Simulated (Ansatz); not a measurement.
**Pt in the fcc (Cu type) structure (space group Fm-3m, No. 225)**

```cif
data_Pt4
_chemical_formula_sum 'Pt4'
_space_group_name_H-M_alt 'Fm-3m'
_space_group_IT_number 225
_space_group_name_Hall '-F 4 2 3'
_cell_length_a 3.97027
_cell_length_b 3.97027
_cell_length_c 3.97027
_cell_angle_alpha 90.000
_cell_angle_beta 90.000
_cell_angle_gamma 90.000
loop_
_atom_site_label
_atom_site_type_symbol
_atom_site_symmetry_multiplicity
_atom_site_Wyckoff_symbol
_atom_site_fract_x
_atom_site_fract_y
_atom_site_fract_z
_atom_site_occupancy
Pt1 Pt 4 a 0.00000 0.00000 0.00000 1
```
(The calculation used a cell of 1 atom; values per cell refer to that cell.)

Method: PBE (Ansatz, a quantum-chemistry and plane-wave program, PAW, spin-orbit coupling left out). Settings: 20×20×20 k-points, 0.05 eV Fermi–Dirac smearing.

```yaml
volume_per_atom: 15.65 Å³
density: 20.70 g/cm³
band_gap: zero
total_energy: -12523.016 eV/atom (σ→0; compares only within this code and set-up)
```

Whether these cells are dynamically stable was not tested. All final runs are without spin polarisation.
